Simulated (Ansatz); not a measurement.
Response to strain in InP

The parent structure is InP in the zinc blende structure (space group F-43m, No. 216; a = 5.8269 Å).

Strains are applied to the cell and any free atomic positions relax.

Method: LDA/PAW in Ansatz (an electronic-structure program), without spin-orbit coupling.

Candidates:
(a) isotropic strain −0.50 %
(b) isotropic strain +1.50 %
(c) isotropic strain −1.50 %
(d) isotropic strain −3.00 %

For the base:

* **Band gap**: 0.58 eV

### Question
Order them by band gap, highest first.

### Answer
(d) isotropic strain −3.00 % (1.07 eV), (c) isotropic strain −1.50 % (0.82 eV), (a) isotropic strain −0.50 % (0.66 eV), (b) isotropic strain +1.50 % (0.33 eV)

Semilocal Kohn–Sham gaps tend to fall short of experiment. No phonon test of stability was made.
